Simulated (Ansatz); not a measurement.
Abridged Ansatz (an electronic-structure program) output:

```
Pseudopotential: Ti, paw, valence charge 12
Pseudopotential: O, paw, valence charge 6
Crystal: 6 atoms, lattice volume = 70.004 Å³
Basis set: ecut = 420 eV, 1365 PW (Γ), exchange–correlation on 80×80×80 points (8 copies of the dense FFT grid, shifted against one another)
Bands: 30, of which v1, the nominal top of the filled ones, is band 24 counted from 1 (23 counted from 0)
Symmetry: 16 space group operations
k-points: 163 of 1728
Functional: x = pbe(κ = 0.804, μ = 0.2195149727645171), c = pbe(β = 0.06672455060314922)
SCF iter   1: F=—  HF=-7277.890971 eV  |F-HF|=—  |Δ(HF+E_count)|=         —  Δρ=6.07e-2  dr2=2.80e0  ethr=3.10e-3  ⟨swp⟩=4.7  Hψ=16970  notcnv=0
SCF iter   2: F=—  HF=-7277.586565 eV  |F-HF|=—  |Δ(HF+E_count)|=   3.04e-1  Δρ=3.21e-2  dr2=8.23e-1  ethr=3.10e-3  ⟨swp⟩=2.8  Hψ=9145  notcnv=0  defer=263
SCF 1 converged in 10 iterations: F = -7277.515587 eV  dr2 = 2.81e-11
SCF converged after 10 iterations
Free energy (F): -7277.515587 eV
Internal energy: -7277.515587 eV  (E = F + TS)
E sigma→0 (E₀):  -7277.515587 eV
Fermi energy:    8.023481 eV
--- Forces (eV/Å), atoms counted from 1 ---
  atom   1  Ti    -0.00000000     0.00000000     0.00000000
  atom   2  Ti    -0.00000000     0.00000000     0.00000000
  atom   3  O      0.00000000    -0.00000000    -0.00003258
  atom   4  O      0.00000000     0.00000000    -0.00003258
  atom   5  O      0.00000000    -0.00000000     0.00003258
  atom   6  O      0.00000000     0.00000000     0.00003258
--- Stress (GPa, compression-positive) ---
       -0.000802       0.000000       0.000000
        0.000000      -0.000802      -0.000000
        0.000000      -0.000000       0.001677
  P = ⅓ Tr σ = 0.0000 GPa (0.000 kbar)
```

### Question
What was computed, and what are the main results?

### Answer
TiO2, 6 atoms in the cell, with PBE (Ansatz; PAW; 420 eV plane waves; without spin-orbit coupling), earlier PAW set. The last SCF converged to F = -7277.515587 eV, or -1212.9193 eV per atom, at a pressure of 0.00 GPa. The total energy compares only with runs of the same code, potentials and settings.

Stability against distortions was not tested. The final runs are not spin-polarised. The cell is TiO₂ in the anatase structure (space group I4_1/amd, No. 141).
